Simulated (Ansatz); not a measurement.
# Be2C under a change: isotropic strain +2.00 %

Consider Be2C (space group Fm-3m, No. 225; a = 4.328 Å).

Perturbation: the cell is scaled by 1.0200 in all directions; the atoms relax in the strained cell.

Level of theory: PBE (Ansatz, a program for electronic structure; PAW; 420 eV plane waves; no spin-orbit coupling). Settings: 13×13×13 k-points, 0.05 eV Fermi–Dirac smearing.

| quantity | base | changed | shift |
|---|---|---|---|
| volume per atom | 6.76 Å³ | 7.17 Å³ | +0.41 Å³ |
| space group | Fm-3m (No. 225) | Fm-3m (No. 225) | – |
| energy relative to the base (free energy F) | 0 meV/atom | +15 meV/atom | +15 meV/atom |
| pressure | -0.01 GPa | -10.81 GPa | -10.80 GPa |
| band gap | 1.17 eV | 1.14 eV | -0.03 eV |
| gap character | indirect, Γ → X | indirect, Γ → X | – |
| smallest direct gap | 4.14 eV | 4.02 eV | -0.114 eV |
| mean gap deformation potential ΔEg/Δln V | – | -0.5 eV | – |
| width of the top valence band | 5.90 eV | 5.69 eV | -0.215 eV |
| electron mass | 0.69 mₑ along k, 0.23 mₑ across (at X) | 0.69 mₑ along k, 0.23 mₑ across (at X) | – |
| hole mass (degenerate bands, along [100]) | 0.26, 0.26, 0.42 mₑ (at Γ) | 0.27, 0.27, 0.39 mₑ (at Γ) | – |

Effective masses come from finite differences of ±0.01 Å⁻¹. Along k means along the line from Γ to the band edge. Whether these cells are dynamically stable was not tested.
